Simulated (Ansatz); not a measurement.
Base system: ZrSi in the rock salt structure (space group Fm-3m, No. 225; a = 5.341 Å; a hypothetical phase, not in the database extracts checked). Axes: x, y, z lie along the cube axes.

The values are results of Ansatz (a quantum-chemistry and plane-wave program) PBEsol, scalar-relativistic without spin-orbit coupling, not measurements.

Base values:

```
Property                        Result
-----------------------------  -------
Shortest interatomic distance  2.671 Å
Pressure                       0.0 GPa
```

The change: compressive biaxial strain of 0.75 % in the plane normal to [001], as in epitaxy on a mismatched substrate; the out-of-plane cell vector and the atoms relax.

Question: Predict the new shortest interatomic distance, pressure and energy relative to the base.

Answer: The shortest interatomic distance falls by 0.020 Å to 2.651 Å; the pressure (mean of the normal stresses, compression positive) goes from zero to 1.6 GPa; the energy grows by 2.1 meV/atom.

Without a gap, meshes like the base's 15×15×15 leave anisotropic stresses uncertain by several tenths of a GPa, and small strain energies with them. Whether these cells are dynamically stable was not tested. The final runs are not spin-polarised.
